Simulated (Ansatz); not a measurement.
Functionals compared on a constructed model of the (110) surface of bcc Nb, a pseudomorphic layer of Zr in the host's stacking (bottom of the slab: a bare face, its two planes held), in Ansatz (plane waves, PAW). The structure was relaxed with PBE; the other rows are single points on it. Cutoff 420 eV (500 eV for r2SCAN).

Model: 7-atom slab, 14.8 Å thick at the start, 14x14x1 mesh, Fermi-Dirac 0.1 eV, dipole correction, 2 atoms held, the rest relaxed; held to the start's symmetry, so lower structures may exist; no spin, no spin-orbit, no U. It is one candidate, not shown to be the stable structure of the face. These notes are the PBE run's.

```
functional  work function of the top face (eV)           rough cost of the single point
----------  ----------------------------------  ---------------------------------------
PBE                                       4.30                                        –
RPBE                                      4.17           around 50 core-seconds (rough)
r2SCAN                                    4.40  about 100 core-seconds (a rough figure)
```

Ansatz is a first-principles code.
